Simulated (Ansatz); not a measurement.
Results of LDA (plane waves, PAW; Ansatz, a program for electronic structure) for SiC (model structure, started from the CdTe type, P6₄22, No. 181, 6 atoms in the cell).

Numerical settings: plane-wave cutoff 520 eV, 24×24×8 k mesh (along the axes of the cell as run), Fermi–Dirac smearing 0.05 eV, scalar-relativistic PAW data made under PBE.

Cell (relaxed with PBEsol):

```yaml
crystal:
  lattice:
    - [3.06570, 0.00000, 0.00000]
    - [-1.53285, 2.65498, 0.00000]
    - [0.00000, 0.00000, 7.03113]
  atoms:
    - { symbol: Si, position: [0.00000, 0.49998, 0.66667] }
    - { symbol: Si, position: [0.50002, 0.50002, 0.00000] }
    - { symbol: Si, position: [0.49998, 0.00000, 0.33333] }
    - { symbol: C, position: [0.00000, 0.49999, 0.16667] }
    - { symbol: C, position: [0.50001, 0.50001, 0.50000] }
    - { symbol: C, position: [0.49999, 0.00000, 0.83333] }
```

### Question
Estimate the band gap and direct gap at Γ that the calculation returns.

### Answer

- band gap: 0.83 eV (on the SCF k mesh)
- direct gap at Γ: 3.45 eV

Note: the relaxation could raise the start's symmetry but not lower it, so the cell can be a saddle point; cell and atoms aren't relaxed at this level (pressure -4.3 GPa).

Computed values are for the static lattice.

Computing time: around 30 core-seconds (rough).

A model structure was made by putting elements into a prototype or built by hand; it is no filed structure, need not be a known phase, and can be a saddle point held by its symmetry.
